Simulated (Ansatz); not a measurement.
Os (P6_3/mmc), PBEsol with spin-orbit coupling, DFPT electron-phonon coupling, linearised Boltzmann equation in Ansatz (a program for electronic structure): Condition of this run: spin-orbit coupling switched on. phonon-limited resistivity 6.22 μΩ·cm at 300 K along z (a = (2.73, 0.00, 0.00) Å; b = (-1.36, 2.36, 0.00) Å; c = (0.00, 0.00, 4.31) Å), 8.49 μΩ·cm at 400 K, current-weighted mean free path 7.6 nm, Drude plasma energy 8.89 eV.

**Question.** Estimate the resistivity of a 80 nm square wire with diffuse walls from ρ ≈ ρ₀(1 + 3ℓ/4d).

**Answer.** 1 + 0.75 × 7.6/80 = 1.07, so ρ ≈ 6.66 μΩ·cm and a line 1 μm long has 10.4 Ω. The formula is the free-electron limit for d well above ℓ; grain boundaries add to it.

**Question.** What temperature coefficient of resistance follows, and how does it compare with 1/T?

**Answer.** (ρ₄₀₀ − ρ₃₀₀)/(100 K × ρ₃₀₀) = 3.65×10⁻³ K⁻¹, against 1/T = 3.33×10⁻³ K⁻¹ for a resistivity proportional to T. It lies higher because phonons are still being populated at 300 K; impurities would add a constant and lower it.

**Question.** Estimate the electronic thermal conductivity at 300 K by the Wiedemann-Franz law (L₀ = 2.44×10⁻⁸ W·Ω/K²).

**Answer.** L₀T/ρ = 2.44×10⁻⁸ × 300/(6.22×10⁻⁸) = 118 W/(m·K). Inelastic scattering puts the true Lorenz number somewhat under L₀ near and below the Debye temperature.

A metal at this level (no band gap). Only scattering by harmonic phonons is included (no impurities, grain boundaries, electron-electron scattering or thermal expansion). Halving the electron mesh (28x28x16) moves the resistivity by up to 2 % at 300 K, the mean free path by up to 5 %. Smearing 0.20 eV; phonons on a 6x6x3 q mesh, which this run doesn't test.
